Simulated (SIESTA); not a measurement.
Worked example: self-consistent single point of Bi2Te3 (R-3m, 5 atoms in the cell) in SIESTA

Method: GGA PBE, numerical atomic orbitals TZP, PseudoDojo PBE standard norm-conserving potentials (rewritten from UPF to PSML) (SIESTA).

This input was run:

```
# files in the folder: Bi.psml Te.psml (PseudoDojo PBE standard)
SystemName  Bi2Te3
SystemLabel siesta

NumberOfAtoms                5
NumberOfSpecies              2
%block ChemicalSpeciesLabel
  1 83 Bi
  2 52 Te
%endblock ChemicalSpeciesLabel
LatticeConstant              1.0 Ang
%block LatticeVectors
     2.258106000    1.303718000   10.991137000
    -2.258106000    1.303718000   10.991137000
     0.000000000   -2.607437000   10.991137000
%endblock LatticeVectors
AtomicCoordinatesFormat      Fractional
%block AtomicCoordinatesAndAtomicSpecies
     0.603170000    0.603170000    0.603170000  1
     0.396830000    0.396830000    0.396830000  1
     0.783193000    0.783193000    0.783193000  2
     0.216807000    0.216807000    0.216807000  2
     0.000000000    0.000000000    0.000000000  2
%endblock AtomicCoordinatesAndAtomicSpecies

XC.functional                GGA
XC.authors                   PBE
PAO.BasisSize                TZP
PAO.EnergyShift              0.01 Ry
MeshCutoff                   350 Ry
%block kgrid.MonkhorstPack
    4   0   0  0.0
    0   4   0  0.0
    0   0   4  0.0
%endblock kgrid.MonkhorstPack
OccupationFunction           FD
ElectronicTemperature        20.0 meV

MaxSCFIterations             150
SCF.Mixer.Method             Broyden
SCF.Mixer.Weight             0.2
SCF.Mixer.History            6
SCF.DM.Tolerance             1.0E-04
Diag.ParallelOverK           true
WriteForces                  true
Charge.Mulliken              end
```

Output, abridged:

```
reinit: Reading from file input.fdf

reinit: System Name: Bi2Te3
reinit: System Label: siesta

coor:   Atomic-coordinates input format  =     Fractional

siesta: Atomic coordinates (Bohr) and species
siesta:      0.00000  -0.00000  37.58395  1        1
siesta:      0.00000  -0.00000  24.72676  1        2
siesta:      0.00000  -0.00000  48.80132  2        3
siesta:      0.00000  -0.00000  13.50940  2        4
siesta:      0.00000   0.00000   0.00000  2        5

siesta: System type = bulk

initatomlists: Number of atoms, orbitals, and projectors:      5   110   151

siesta: ******************** Simulation parameters ****************************
redata: Spin configuration                          = none
redata: Time-Reversal Symmetry                      = T
redata: Number of Atomic Species                    =        2
redata: Mesh Cutoff                                 =   350.0000 Ry
redata: Net charge of the system                    =     0.0000 |e|
redata: Min. number of SCF Iter                     =        0
redata: Max. number of SCF Iter                     =      150
redata: SCF convergence failure will abort job
redata: SCF mix quantity                            = Hamiltonian
redata: Mix DM or H after convergence               =   F
redata: Recompute H after scf cycle                 =   F
redata: Mix DM in first SCF step                    =   T
redata: No kicks to SCF
redata: DM Mixing Weight for Kicks                  =     0.5000
redata: Require Harris convergence for SCF          =   F
redata: Harris energy tolerance for SCF             =     0.000100 eV
redata: Require DM convergence for SCF              =   T
redata: DM tolerance for SCF                        =     0.000100
redata: Require EDM convergence for SCF             =   F
redata: EDM tolerance for SCF                       =     0.001000 eV
redata: Require H convergence for SCF               =   T
   [... lines left out ...]
diag: Parallel distribution                         =     1 x     1
diag: Used triangular part                          = Lower
diag: Absolute tolerance                            =  0.100E-15
diag: Orthogonalization factor                      =  0.100E-05
diag: Memory factor                                 =  1.0000

superc: Internal auxiliary supercell:     5 x     5 x     5  =     125
superc: Number of atoms, orbitals, and projectors:    625  13750  18875

                        Single-point calculation

superc: Internal auxiliary supercell:     5 x     5 x     5  =     125
superc: Number of atoms, orbitals, and projectors:    625  13750  18875

outcell: Unit cell vectors (Ang):
        2.258106    1.303718   10.991137
       -2.258106    1.303718   10.991137
        0.000000   -2.607437   10.991137

outcell: Cell vector modules (Ang)   :   11.296186   11.296186   11.296186
outcell: Cell angles (23,13,12) (deg):     23.0622     23.0622     23.0622
outcell: Cell volume (Ang**3)        :    194.1431
new_DM -- step:     1
Initializing Density Matrix...

Attempting to read DM from file... Failed...
DM filled with atomic data:

InitMesh: MESH = 128 x 128 x 128 = 2097152
InitMesh: Mesh cutoff (required, used) =   350.000   374.832 Ry

stepf: Fermi-Dirac step function
        iscf     Eharris(eV)        E_KS(eV)     FreeEng(eV)     dDmax    Ef(eV) dHmax(eV)
   scf:    1   -13007.211720   -12999.985868   -12999.985868  0.882992 -3.320431  6.257330
   scf:    2   -12999.759677   -13001.135872   -13001.135872  0.110919 -3.423357  3.580040
   scf:    3   -13001.852067   -13001.773662   -13001.773662  0.052660 -3.479770  2.390634
   scf:    4   -13002.053497   -13001.953981   -13001.953981  0.046395 -3.631627  1.127424
   scf:    5   -13001.999469   -13001.984102   -13001.984102  0.022339 -3.728706  0.122007
   scf:    6   -13001.986782   -13001.986783   -13001.986783  0.001845 -3.729455  0.051876
   scf:    7   -13001.986954   -13001.986903   -13001.986903  0.001604 -3.727932  0.017703
   scf:    8   -13001.986910   -13001.986908   -13001.986908  0.000221 -3.727218  0.004298
   scf:    9   -13001.986913   -13001.986911   -13001.986911  0.000278 -3.726769  0.002987
   scf:   10   -13001.986912   -13001.986911   -13001.986911  0.000165 -3.726551  0.001211
   scf:   11   -13001.986912   -13001.986911   -13001.986911  0.000082 -3.726439  0.000499
SCF Convergence by DM+H criterion
max |DM_out - DM_in|         :     0.0000818651
max |H_out - H_in|      (eV) :     0.0004993736
SCF cycle converged after 11 iterations

Using DM_out to compute the final energy and forces

siesta: E_KS(eV) =           -13001.9869

siesta: E_KS - E_eggbox =    -13001.9869

siesta: Atomic forces (eV/Ang):
     1   -0.000000   -0.000000    0.064670
     2   -0.000000    0.000000   -0.064670
     3    0.000000   -0.000000    0.019162
     4   -0.000000    0.000000   -0.019162
     5   -0.000000    0.000000    0.000000
   Tot   -0.000000   -0.000000   -0.000000
   Max    0.064670
   Res    0.024629    sqrt( Sum f_i^2 / 3N )
   Max    0.064670    constrained

Stress tensor Voigt[x,y,z,yz,xz,xy] (kbar):       22.94       22.94       23.30        0.00        0.00       -0.00
(Free)E + p*V (eV/cell)   -13004.7815
Target enthalpy (eV/cell)   -13001.9869

siesta: Program's energy decomposition (eV):
siesta: Ebs     =     -1995.957288
siesta: Eions   =     14205.372426
siesta: Ena     =       789.357895
siesta: Ekin    =      6756.326536
siesta: Enl     =     -3231.404459
siesta: Eso     =         0.000000
siesta: Edftu   =         0.000000
siesta: DEna    =        52.662978
siesta: DUscf   =         1.370166
siesta: DUext   =         0.000000
siesta: Ex      =     -2979.294003
siesta: Ec      =      -185.633597
siesta: Exc     =     -3164.927601
siesta: Eharris =    -13001.986912
siesta: Etot    =    -13001.986911
siesta: FreeEng =    -13001.986911

siesta: Atomic forces (eV/Ang):
siesta:      1   -0.000000   -0.000000    0.064670
siesta:      2   -0.000000    0.000000   -0.064670
siesta:      3    0.000000   -0.000000    0.019162
siesta:      4   -0.000000    0.000000   -0.019162
siesta:      5   -0.000000    0.000000    0.000000
siesta: ----------------------------------------
siesta:    Tot   -0.000000   -0.000000   -0.000000

siesta: Stress tensor (static) (eV/Ang**3):
siesta:     0.014320   -0.000000    0.000000
siesta:    -0.000000    0.014320    0.000000
siesta:     0.000000    0.000000    0.014543

siesta: Cell volume =        194.143104 Ang**3

siesta: Pressure (static):
   [... lines left out ...]
siesta:         -23.06285280        -25.25765701  kBar
   [... lines left out ...]
   2 15.047   1.549  -0.265   0.612   0.562   0.570   0.562  -0.081  -0.082
             -0.081   0.358   0.332   0.358   2.001   2.001   2.004   2.001

              2.001   0.111   0.178   0.064   0.178   0.111

Species: Te
Atom  Qatom  Qorb
               5s      5s      5s      5py     5pz     5px     5py     5pz
               5px     5py     5pz     5px     4dxy    4dyz    4dz2    4dxz
               4dx2-y2 5dxy    5dyz    5dz2    5dxz    5dx2-y2
   3 15.974   1.479  -0.115   0.419   1.097   1.136   1.097  -0.202  -0.218
             -0.202   0.428   0.451   0.428   2.002   2.004   2.002   2.004

              2.002   0.029   0.042   0.022   0.042   0.029
   4 15.974   1.479  -0.115   0.419   1.097   1.136   1.097  -0.202  -0.218
             -0.202   0.428   0.451   0.428   2.002   2.004   2.002   2.004

              2.002   0.029   0.042   0.022   0.042   0.029
   5 15.959   1.463  -0.173   0.485   1.055   0.939   1.055  -0.175  -0.150
             -0.175   0.471   0.458   0.471   2.005   2.007   2.004   2.007

              2.005   0.035   0.059   0.020   0.059   0.035

mulliken: Qtot =       78.000

Mulliken Atomic Populations:
Atom #   charge [q] valence [e]  Species
     1    -0.046545   15.046545  Bi
     2    -0.046545   15.046545  Bi
     3     0.026069   15.973931  Te
     4     0.026069   15.973931  Te
     5     0.040951   15.959049  Te
 Total    -0.000000
```

The run converged in 11 iterations.

The starting cell comes from a database of computed structures (which also holds hypothetical and non-ambient phases and stackings), without a prior relaxation at this level. Its lattice was rescaled by a random factor within 2.5 % of one. Values carry the incompleteness of an atom-centred basis.

Cost on one core of a shared machine: roughly 2 min.
